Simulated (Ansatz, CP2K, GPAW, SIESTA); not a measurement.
## Ba₃Bi₂ (Pm-3m, 5 atoms in the cell) computed with different codes at matched settings

Self-consistent single point.

```xyz
5
Lattice="6.4628 0.0000 0.0000 0.0000 6.4628 0.0000 0.0000 0.0000 6.4628" Properties=species:S:1:pos:R:3 pbc="T T T"
Ba     0.0000     3.2314     3.2314
Ba     3.2314     0.0000     3.2314
Ba     3.2314     3.2314     0.0000
Bi     0.0000     0.0000     0.0000
Bi     3.2314     3.2314     3.2314
```

Shared settings, as Ansatz (a quantum-chemistry and plane-wave program) writes them: kpoints.mp_grid.grid = 5 5 5; scf.occupations.method = fermi_dirac; scf.occupations.width = 0.05 eV. Potentials and cutoffs stand in the table.

```tsv
code	model	pressure (GPa)	cutoff
CP2K	PBEsol, GPW, DZVP-MOLOPT-SR-GTH basis, GTH-PBE potentials (GTH_POTENTIALS)	1.21	grid 500 Ry
SIESTA	GGA PBEsol, numerical atomic orbitals DZP, PseudoDojo PBEsol standard norm-conserving potentials (rewritten from UPF to PSML)	4.39	grid 300 Ry
GPAW	PBEsol, GPAW PAW datasets PBEsol (made by gpaw-setup)	0.26	600 eV
Ansatz	PBEsol, PAW files made with PBE	0.09	default
```

On Ansatz's run: spin-orbit coupling is off.

The spread over the programs that give each value: pressure within 4.30 GPa.

CP2K and SIESTA use small atom-centred bases, whose incompleteness enters pressures, forces and empty levels differently from a plane-wave cutoff. Ansatz's pressure is given at a fixed set of plane waves, as the other plane-wave codes print theirs. In the pressure, CP2K (by 1.04) and SIESTA (by 4.21) lie more than 1 GPa from the median of the plane-wave programs.

The starting cell comes from a database of computed structures (which also holds hypothetical and non-ambient phases and stackings), without a prior relaxation at this level. Its lattice was rescaled by a random factor within 2.5 % of one.

Left out of this page: Elk and FLEUR (not drawn, or without a comparable value).

Keys are those of Ansatz 0.2.
